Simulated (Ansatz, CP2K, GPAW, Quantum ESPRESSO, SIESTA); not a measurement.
## CaAu₂ (P1, 6 atoms in the cell) computed with different codes at matched settings

Self-consistent single point, at a second geometry (atoms moved at random). First geometry:

```
CaAu2
1.0
   -2.25473     3.48791     4.08744
    2.25473    -3.48791     4.08744
    2.25473     3.48791    -4.08744
Ca Au
2 4
Direct
  0.70770   0.45770   0.25000
  0.29230   0.54230   0.75000
  0.30065   0.83990   0.46075
  0.69935   0.16010   0.53925
  0.87915   0.83990   0.03925
  0.12085   0.16010   0.96075
```

Second geometry:
```
CaAu2
1.0
   -2.25473     3.48791     4.08744
    2.25473    -3.48791     4.08744
    2.25473     3.48791    -4.08744
Ca Au
2 4
Direct
  0.69895   0.45653   0.24870
  0.28982   0.53475   0.73569
  0.30451   0.84232   0.45465
  0.70860   0.16505   0.54574
  0.87882   0.82928   0.03614
  0.11930   0.17207   0.97907
```

Shared settings, as Ansatz (a quantum-chemistry and plane-wave program) writes them: kpoints.mp_grid.grid = 5 5 5; scf.occupations.method = gaussian; scf.occupations.width = 0.1 eV. Potentials and cutoffs stand in the table.

```tsv
code	model	ΔF from the first geometry (meV/atom)	pressure (GPa)	largest force (eV/Å)	cutoff
SIESTA	GGA PBEsol, numerical atomic orbitals DZP, PseudoDojo PBEsol standard norm-conserving potentials (rewritten from UPF to PSML)	10.9	6.03	0.944	grid 350 Ry
CP2K	PBEsol, GPW, DZVP-MOLOPT-SR-GTH basis, GTH-PBE potentials (GTH_POTENTIALS)	10.3	5.47	0.689	grid 500 Ry
GPAW	PBEsol, GPAW PAW datasets PBEsol (made by gpaw-setup)	9.5	2.83	0.614	550 eV
Ansatz	PBEsol, PAW files made with PBE	8.7	1.60	0.562	default
Quantum ESPRESSO	PBEsol, GBRV 1.5 ultrasoft (PBESOL) pseudopotentials	8.7	1.49	0.566	40 Ry
```

Size of the force on each atom (eV/Å): Sizes of forces hide their directions.

```csv
code,Ca1,Ca2,Au3,Au4,Au5,Au6
SIESTA,0.310,0.417,0.728,0.402,0.378,0.944
CP2K,0.118,0.231,0.589,0.428,0.442,0.689
GPAW,0.125,0.212,0.509,0.366,0.382,0.614
Ansatz,0.123,0.204,0.455,0.330,0.346,0.562
Quantum ESPRESSO,0.124,0.204,0.458,0.331,0.347,0.566
```

On Ansatz's run: spin-orbit coupling is off.

The spread over the programs that give each value: ΔF from the first geometry within 2.2 meV/atom; pressure within 4.54 GPa; largest force within 0.382 eV/Å.

SIESTA and CP2K use small atom-centred bases, whose incompleteness enters pressures, forces and empty levels differently from a plane-wave cutoff. Ansatz's pressure is given at a fixed set of plane waves, as the other plane-wave codes print theirs. In the pressure, SIESTA (by 4.44), CP2K (by 3.87) and GPAW (by 1.23) lie more than 1 GPa from the median of the plane-wave programs. In the force vectors, SIESTA (by 0.468) and CP2K (by 0.134) lie more than 0.08 eV/Å from the median of the plane-wave programs.

The starting cell comes from a database of computed structures (which also holds hypothetical and non-ambient phases and stackings), without a prior relaxation at this level. Its lattice was rescaled by a random factor within 2.5 % of one. For this run, on top of that: atoms moved at random.

Keys are those of Ansatz 0.2.
